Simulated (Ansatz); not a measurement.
# Effect of isotropic strain +2.27 % on KTaO3

The parent structure is KTaO₃ in the cubic perovskite structure (space group Pm-3m, No. 221; a = 3.984 Å).

Now apply this change: the cell is scaled by 1.0227 in all directions; the atoms relax in the strained cell.

Method: plane-wave PAW DFT at the PBEsol level (Ansatz, a program for electronic structure, 420 eV), scalar-relativistic without spin-orbit coupling, earlier PAW set. Settings: 8×8×8 k-points, 0.05 eV Fermi–Dirac smearing.

| quantity | base | changed | shift |
|---|---|---|---|
| space group | Pm-3m (No. 221) | Pm-3m (No. 221) | – |
| shortest interatomic distance | 1.992 Å | 2.037 Å | +0.045 Å |
| energy relative to the base (free energy F) | 0 meV/atom | +34 meV/atom | +34 meV/atom |
| pressure | 0.00 GPa | -11.79 GPa | -11.79 GPa |
| band gap | 2.15 eV | 2.00 eV | -0.15 eV |
| gap character | indirect, R → Γ | indirect, R → Γ | – |
| smallest direct gap | 2.77 eV | 2.65 eV | -0.126 eV |
| mean gap deformation potential ΔEg/Δln V | – | -2.2 eV | – |
| width of the top valence band | 1.08 eV | 1.06 eV | -0.02 eV |

Final structure:

```xyz
5
Lattice="4.0746 0.0000 0.0000 0.0000 4.0746 0.0000 0.0000 0.0000 4.0746" Properties=species:S:1:pos:R:3 pbc="T T T"
K      0.0000     0.0000     0.0000
Ta     2.0373     2.0373     2.0373
O      0.0000     2.0373     2.0373
O      2.0373     2.0373     0.0000
O      2.0373     0.0000     2.0373
```

Spin-orbit coupling, missing from the scalar runs, can matter with Ta. No phonon test of stability was made.
